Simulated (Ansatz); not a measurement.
**Equilibrium lattice constant a of GePt (model structure, started from the NbAs type, I4₁md, No. 109, 4 atoms in the cell) at several levels of theory**

No measured value is used here.

```csv
level (code),value (Å)
PBE (Ansatz),(withheld)
PBEsol (Ansatz),3.174
PBE-D3(BJ) (Ansatz),3.184
```

### Question
Some entries are withheld; supply them.

### Answer

- PBE (Ansatz, a program for electronic structure), value (Å): 3.228

Density-functional levels without +SOC have no spin–orbit coupling. Ansatz's density-functional and Hartree–Fock values are scalar-relativistic unless marked +SOC, with PAW data made under PBE.

A model structure was made by putting elements into a prototype or built by hand; it is no filed structure, need not be a known phase, and can be a saddle point held by its symmetry.
